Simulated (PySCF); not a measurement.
PySCF 2.14.0, PBE/def2-svp, df: Ga(H)(OH)2 ([OH][GaH][OH]), 6 atoms. The geometry is a generated start, not checked to be a minimum at this level.

```
Quantity                       Value
-------------------  ---------------
task                          energy
method                           pbe
basis                       def2-svp
two-electron scheme  density fitting
mol.max_memory               3000 MB
mf.max_cycle                     100
mf.conv_tol          1e-09 (default)
mf.grids.level           3 (default)
basis functions                   75
grid points                    78496
```

```xyz
6

Ga    -0.3474    -0.1815    -0.2501
H     -1.4809    -0.8194    -1.0061
O     -0.1045     1.4590    -0.6847
H      0.5037     2.1286    -0.3750
O      0.6973    -0.8680     0.9451
H      0.7318    -1.7187     1.3709
```

With the defaults (mf.DIIS = CDIIS, mf.diis = true, mf.damp = 0, mf.diis_start_cycle = 1, mf.diis_space = 8, mf.init_guess = minao, mf.diis_damp = 0) it converges in 12 Fock builds. One run each on 2 threads, 1 BLAS thread, with these changes:
- mf.diis = false
- mf.init_guess = sap
- mf.DIIS = EDIIS
- mf.damp = 0.7, mf.diis_start_cycle = 8
- mf.diis_damp = 0.3
- mf.diis_space = 5
- mf.DIIS = ADIIS
- mf.diis_space = 12
- mf.init_guess = atom

Question: Name the settings that don't reach the solution of the defaults.

Answer: No convergence: mf.DIIS = EDIIS; mf.diis = false (the run ends without SCF convergence in 100 cycles). The rest reach the solution of the defaults.

```csv
setting,Fock builds,end
the defaults,12,same solution
mf.diis_damp = 0.3,12,same solution
mf.diis_space = 12,12,same solution
mf.diis_space = 5,13,same solution
mf.init_guess = atom,13,same solution
mf.init_guess = sap,14,same solution
"mf.damp = 0.7, mf.diis_start_cycle = 8",15,same solution
mf.DIIS = ADIIS,25,same solution
mf.DIIS = EDIIS,101,no convergence
mf.diis = false,101,no convergence
```
